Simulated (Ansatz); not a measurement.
The parent structure is SnC in the rock salt structure (space group Fm-3m, No. 225; a = 4.8015 Å; a hypothetical phase, not in the database extracts checked; relaxed with 0.1 eV smearing).

(Cell as relaxed with PBE.)

Levels (all Ansatz, a first-principles code, PAW): PBE (420 eV, spin-orbit coupling left out); PBEsol (420 eV, without spin-orbit coupling).

Each level relaxes its own structure.

```tsv
base	PBE	PBEsol
volume per atom	13.84 Å³	13.36 Å³
lattice parameter a	9.073 bohr	8.967 bohr
band gap	zero	zero
```

Modification: the cell is scaled by 0.9854 in all directions; the atoms relax in the strained cell.

| quantity | PBE | PBEsol |
|---|---|---|
| energy relative to the base (free energy F) | +11 meV/atom | ___ |
| pressure | 6.4 GPa | ___ |
| band gap | zero | ___ |

Q: What does PBEsol give?

A: 
- energy relative to the base (free energy F), PBEsol: +12 meV/atom
- pressure, PBEsol: 7.2 GPa
- band gap, PBEsol: zero

PBE's energy relative to the base lies 1.0 meV/atom below PBEsol's; PBE's pressure lies 0.8 GPa below PBEsol's; the two agree on the band gap. Neither level is exact; PBEsol is the comparison here, not a measurement.

Stability against distortions was not tested. All final runs are without spin polarisation.
